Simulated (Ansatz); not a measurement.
## Pressure series in PtTe2

The reference is PtTe2 (space group P-3m1, No. 164; a = 4.0523 Å, c = 5.0964 Å; layered).

Cell and atoms are relaxed at each pressure.

Level of theory: Kohn–Sham DFT with the PBE-D3(BJ) functional, run in Ansatz (a program for electronic structure) with PAW and 420 eV plane waves, no spin-orbit coupling.

```json
[
 {"pressure (GPa)": "-2", "volume per atom (Å³/atom)": "25.010"},
 {"pressure (GPa)": "-1", "volume per atom (Å³/atom)": "24.548"},
 {"pressure (GPa)": "0", "volume per atom (Å³/atom)": "24.159"},
 {"pressure (GPa)": "0.3", "volume per atom (Å³/atom)": "24.052"},
 {"pressure (GPa)": "0.7", "volume per atom (Å³/atom)": "23.917"},
 {"pressure (GPa)": "1.5", "volume per atom (Å³/atom)": "23.664"},
 {"pressure (GPa)": "3", "volume per atom (Å³/atom)": "?"},
 {"pressure (GPa)": "7.5", "volume per atom (Å³/atom)": "22.232"},
 {"pressure (GPa)": "10", "volume per atom (Å³/atom)": "21.782"}
]
```

Problem. Fit the third-order Birch–Murnaghan form P(V) = (3B₀/2)[(V₀/V)^(7/3) − (V₀/V)^(5/3)]·[1 + (3/4)(B₀′ − 4)((V₀/V)^(2/3) − 1)] (squares taken in P) to the rows shown and predict the withheld row.

Solution. Least squares on the printed values gives V₀ = 24.162 Å³/atom, B₀ = 66.4 GPa, B₀′ = 7.4; this predicts 23.235 Å³/atom, and the run gives 23.245 Å³/atom, 0.010 higher.

Load acts through the strain it causes; cell and atoms are relaxed under it. No phonon test of stability was made. No other phases were tried under pressure. The final runs are not spin-polarised.
